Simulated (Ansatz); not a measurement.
**Cr, response to strain**

The reference is Cr in the bcc (W type) structure (space group Im-3m, No. 229; a = 2.830 Å; not spin-polarised; relaxed with 0.1 eV smearing). Axes: x, y, z lie along the cube axes.

Strains are applied to the cell and any free atomic positions relax; under biaxial strain the out-of-plane vector relaxes too.

The values are results of r2SCAN/PAW in Ansatz (an electronic-structure program), no spin-orbit coupling, not measurements.

Candidates:
(a) uniaxial strain ε_xx = +0.46 %
(b) uniaxial strain ε_yy = +1.85 %
(c) strain tensor (xx, yy, zz, yz, xz, xy) = (−0.95, −1.67, −1.07, +1.18, −1.24, +0.15) %
(d) biaxial strain −1.44 %, plane normal [001], relaxed out of plane

Notes on the quantities. energy relative to the base: free energy F.

**Question.** Order them by energy relative to the base, highest first.

**Answer.** (c) strain tensor (xx, yy, zz, yz, xz, xy) = (−0.95, −1.67, −1.07, +1.18, −1.24, +0.15) % (+20 meV/atom), (d) biaxial strain −1.44 %, plane normal [001], relaxed out of plane (+9.1 meV/atom), (b) uniaxial strain ε_yy = +1.85 % (+6.2 meV/atom), (a) uniaxial strain ε_xx = +0.46 % (+0.4 meV/atom)

No phonon test of stability was made. Starting moments died away, wholly or in part, for the base; another magnetic solution may exist. All final runs are without spin polarisation. Real Cr is antiferromagnetic at low temperature and ambient pressure, an order that this cell doesn't hold.
